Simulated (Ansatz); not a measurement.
Output of an Ansatz run (abridged):

```
WARN ansatz: RAYON_NUM_THREADS=1 ignored (pool sized by the plan → 1); use --threads N
Pseudopotentials: kind: paw
Pseudopotential: Cs, paw, valence charge 9
Crystal: 4 atoms, lattice volume = 506.915 Å³
Basis set: ecut = 420.4159175005146 eV, 9909 PW (Γ)
Bands: 22, of which v1, the nominal top of the filled ones, is band 18 counted from 1 (17 counted from 0)
Symmetry: 8 space group operations
Space group: Pbcm (ITA 57), of the structure as read, at distance tolerance 8.0e-5 Å
k-points: 12 of 45
PAW frozen core: Cs, regenerated for the run's functional, and the local potential with it
Initial density: superposition of atomic densities (neutral atoms: chi_scale 0, normalization atom), corrected by the library's trained network
Initial wavefunctions: pseudopotential atomic-orbital guess
Eigensolver: davidson
Functional: x = slater, c = lda
SCF iter   1: F=—  HF=-22019.365257 eV  |F-HF|=—  |Δ(HF+E_count)|=         —  Δρ=1.63e-3  dr2=8.41e-3  ethr=1.77e-3  ⟨swp⟩=6.7  Hψ=1272  notcnv=0
all-band conjugate gradients solve this SCF's bands
preconditioner: auto → Kerker (q_TF=auto, 1.756 Å⁻¹)
SCF iter   2: F=—  HF=-22019.361161 eV  |F-HF|=—  |Δ(HF+E_count)|=   4.10e-3  Δρ=8.95e-4  dr2=2.56e-3  ethr=2.34e-5  ⟨swp⟩=2.3  Hψ=584  notcnv=0
SCF iter   3: F=—  HF=-22019.360994 eV  |F-HF|=—  |Δ(HF+E_count)|=   1.67e-4  Δρ=1.40e-4  dr2=1.85e-4  ethr=7.12e-6  ⟨swp⟩=2.4  Hψ=474  notcnv=0
SCF iter   4: F=—  HF=-22019.361060 eV  |F-HF|=—  |Δ(HF+E_count)|=   6.59e-5  Δρ=5.77e-5  dr2=4.60e-5  ethr=5.13e-7  ⟨swp⟩=3.2  Hψ=512  notcnv=0
SCF iter   5: F=—  HF=-22019.361128 eV  |F-HF|=—  |Δ(HF+E_count)|=   6.76e-5  Δρ=2.04e-5  dr2=6.00e-6  ethr=1.28e-7  ⟨swp⟩=2.2  Hψ=337  notcnv=0
SCF iter   6: F=—  HF=-22019.361128 eV  |F-HF|=—  |Δ(HF+E_count)|=   3.79e-7  Δρ=4.47e-6  dr2=2.31e-7  ethr=1.67e-8  ⟨swp⟩=3.0  Hψ=522  notcnv=0
SCF iter   7: F=-22019.361128 eV  HF=-22019.361128 eV  |F-HF|=8.54e-9  |Δ(HF+E_count)|=   1.65e-7  Δρ=2.10e-6  dr2=4.08e-8  ethr=2.78e-10  ⟨swp⟩=6.4  Hψ=1154  notcnv=0
SCF 1 converged in 7 iterations: F = -22019.361128 eV  dr2 = 4.08e-8
SCF converged after 7 iterations
Free energy (F): -22019.361128 eV
Harris-Foulkes:  -22019.361128 eV  (|F-HF|=8.54e-9)
Internal energy: -22019.223062 eV  (E = F + TS)
E sigma→0 (E₀):  -22019.292095 eV
Entropy (-TS):   -0.138066 eV (-34.517 meV/atom)
Fermi energy:    1.619555 eV
--- Per-component energies (eV) ---
  E_band       = -392.055507
  E_kinetic    = 562.729163
  E_local      = -1658.962540  (includes V_loc(G=0)·N_el)
  E_nonlocal   = 130.655351
  E_hartree    = 581.760161
  E_xc         = -683.844531
  E_vxc        = -496.808711  (∫ρ·V_xc dr)
  E_paw        = -19611.890945  (= ΣΔE_a)
  E_vpaw       = -93.195605  (= ΣTr[D̂ρ^β])
  E_aug_tail   = -0.000005  (compensation charges beyond the density's cutoff)
  E_ewald      = -1340.751941
  E_core_change = 1.082225  (= ΣΔE_core)
  E_smearing   = -0.138066  (= −TS)
  E_closure    = 0.000000  (closes the sum)
  Σ components = -22019.361128   (vs F -22019.361128, Δ=0.00e0)
--- Forces (eV/Å), atoms counted from 1 ---
  atom   1  Cs     0.01152601    -0.01494016    -0.00000000
  atom   2  Cs    -0.01152601     0.01494016     0.00000000
  atom   3  Cs     0.01152601     0.01494016     0.00000000
  atom   4  Cs    -0.01152601    -0.01494016    -0.00000000
  max |Σ_I F_I| component: 1.73e-18 eV/Å
--- Stress (GPa, compression-positive) ---
       -0.412869      -0.000000       0.000000
       -0.000000      -0.440511       0.000000
        0.000000       0.000000      -0.416667
  P = ⅓ Tr σ = -0.4233 GPa (-4.233 kbar)
  The stress holds the Pulay correction. Without it, at fixed plane waves, as pw.x and ABINIT print it: P = -0.4236 GPa
--- Band table (eV; the first three rows and the last of 12) ---
  k-point 0: bands = ["-22.3458", "-22.3419", "-22.3419", "-22.3414", "-9.1232", "-9.1087", "-9.0976", "-9.0666", "-9.0612", "-9.0504", "-9.0417", "-9.0320", "-9.0288", "-9.0236", "-9.0225", "-9.0220", "0.0278", "1.5662", "1.6251", "1.8142", [...]
  k-point 1: bands = ["-22.3448", "-22.3429", "-22.3417", "-22.3415", "-9.1188", "-9.1150", "-9.0990", "-9.0506", "-9.0504", "-9.0495", "-9.0455", "-9.0365", "-9.0347", "-9.0275", "-9.0267", "-9.0248", "0.2860", "0.9634", "1.6775", "1.7810", [...]
  k-point 2: bands = ["-22.3450", "-22.3432", "-22.3416", "-22.3412", "-9.1143", "-9.0922", "-9.0915", "-9.0792", "-9.0589", "-9.0467", "-9.0409", "-9.0400", "-9.0349", "-9.0292", "-9.0270", "-9.0248", "0.2530", "0.8698", "1.8146", "2.3604", [...]
  k-point 11: bands = ["-22.3420", "-22.3414", "-22.3407", "-22.3405", "-9.1158", "-9.1125", "-9.1064", "-9.1023", "-9.0746", "-9.0710", "-9.0635", "-9.0576", "-9.0494", "-9.0407", "-9.0374", "-9.0374", "1.3550", "1.7661", "1.8574", "2.0733", [...]
```

The structure:

```
CELL_PARAMETERS angstrom
      5.50452     0.00000     0.00000
      0.00000     9.95239     0.00000
      0.00000     0.00000     9.25313
ATOMIC_POSITIONS crystal
  Cs 0.73537 0.60699 0.75000
  Cs 0.26463 0.39301 0.25000
  Cs 0.73537 0.89301 0.25000
  Cs 0.26463 0.10699 0.75000
```

Question: Reconstruct the input of this run.

Answer: Other spellings and defaults could give the same log, and not every line can be read from it. The input that was run (DFT, LDA (PW92), plane waves, default PAW files made with PBE):

Ansatz 0.2 input:
```yaml
crystal:
  lattice:
    - [5.50451600, 0.00000000, 0.00000000]
    - [0.00000000, 9.95239400, 0.00000000]
    - [0.00000000, 0.00000000, 9.25312500]
  atoms:
    - { symbol: Cs, position_ang: [4.04785593, 6.04100363, 6.93984375] }
    - { symbol: Cs, position_ang: [1.45666007, 3.91139037, 2.31328125] }
    - { symbol: Cs, position_ang: [4.04785593, 8.88758737, 2.31328125] }
    - { symbol: Cs, position_ang: [1.45666007, 1.06480663, 6.93984375] }
basis:
  ecutwfc: 30.9 Ry
kpoints:
  mp_grid: { grid: [5, 3, 3] }
hamiltonian:
  xc: lda
  pseudopotentials: { kind: paw }
scf:
  occupations: { method: fermi_dirac, width: 0.0073 Ry }
output:
  forces: true
  eigenvalues: true
  stress: true
```

The starting cell comes from a database of computed structures (which also holds hypothetical and non-ambient phases and stackings), without a prior relaxation at this level. Its lattice was rescaled by up to half a per cent. Ansatz's pressure includes its estimate of the finite-basis (Pulay) stress.

Ansatz is a program for electronic structure.
